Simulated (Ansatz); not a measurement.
Fluorite PbF2 (high-temperature phase)

Calculation: r²SCAN0 (Ansatz, a program for electronic structure, plane waves, PAW).

Run with plane-wave cutoff 600 eV, 6×6×6 k mesh, scalar-relativistic PAW data made under PBE.

Cell: relaxed at this level.

```
Quantity                                    Result
----------------------------------------  --------
elastic constant C11                       117 GPa
elastic constant C12                      60.1 GPa
elastic constant C44                      24.7 GPa
Voigt–Reuss–Hill bulk modulus             78.9 GPa
polycrystal shear modulus (Hill average)  26.1 GPa
Young modulus                             70.5 GPa
Poisson ratio                                0.351
```

Measured, for comparison: elastic constant C11 96.1 ± 0.09 GPa, elastic constant C44 20.8 ± 0.01 GPa (room temperature, no zero-point or thermal correction; as tabulated in Jamieson, Manghnani, Matsui, Ming, J. Geophys. Res. 91, 4643 (1986)). Computed (rounded) less measured: elastic constant C11 +22 %, elastic constant C44 +19 %.

Elastic constants are with the ions relaxed.

Spin–orbit coupling is not included; it can shift volumes and moduli of such heavy elements.
